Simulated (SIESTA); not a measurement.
Band structure of AlInSb₂ (P-4m2, 4 atoms in the cell).

```
CELL_PARAMETERS angstrom
      4.42055     0.00000     0.00000
      0.00000     4.42055     0.00000
      0.00000     0.00000     6.22819
ATOMIC_POSITIONS crystal
  Al 0.00000 0.00000 0.00000
  In 0.50000 0.50000 0.50000
  Sb 0.00000 0.50000 0.23337
  Sb 0.50000 0.00000 0.76663
```

Computed with GGA PBEsol, numerical atomic orbitals DZP, PseudoDojo PBEsol standard norm-conserving potentials (rewritten from UPF to PSML) in SIESTA.

Settings: XC.functional = GGA; XC.authors = PBEsol; potentials = PseudoDojo PBEsol standard; PAO.BasisSize = DZP; PAO.EnergyShift = 0.005 Ry; MeshCutoff = 300 Ry; kgrid.MonkhorstPack = 4 4 3; OccupationFunction = FD; ElectronicTemperature = 232.09 K; MaxSCFIterations = 150; SCF.Mixer.Method = Pulay; SCF.Mixer.Weight = 0.2; SCF.Mixer.History = 8; SCF.DM.Tolerance = 1.0E-05.

The starting cell comes from a database of computed structures (which also holds hypothetical and non-ambient phases and stackings), without a prior relaxation at this level. Its lattice was rescaled by a random factor within 2.5 % of one. Spin-orbit coupling is off. Values carry the incompleteness of an atom-centred basis.

Predict the gap along the standard path and the places of the band edges.

The gap along the path is 0.77 eV, from Γ to R; the smallest direct gap on it is 0.87 eV. Another conduction valley lies within 0.1 eV, so the order of the valleys is not sure.

Levels in eV from the top of the valence band on the path, bands 20 to 24:
```tsv
point	20	21	22	23	24
Γ	-2.45	-0.22	0.00	0.00	0.87
X	-3.08	-2.85	-1.39	-0.90	2.06
M	-2.47	-2.37	-2.37	-2.26	0.91
Z	-1.81	-1.81	-1.29	-1.29	1.41
R	-1.36	-1.07	-0.99	-0.79	0.77
A	-3.29	-3.04	-2.93	-2.93	4.00
```

Higher empty bands are left out: an atom-centred basis made for the valence describes them poorly.
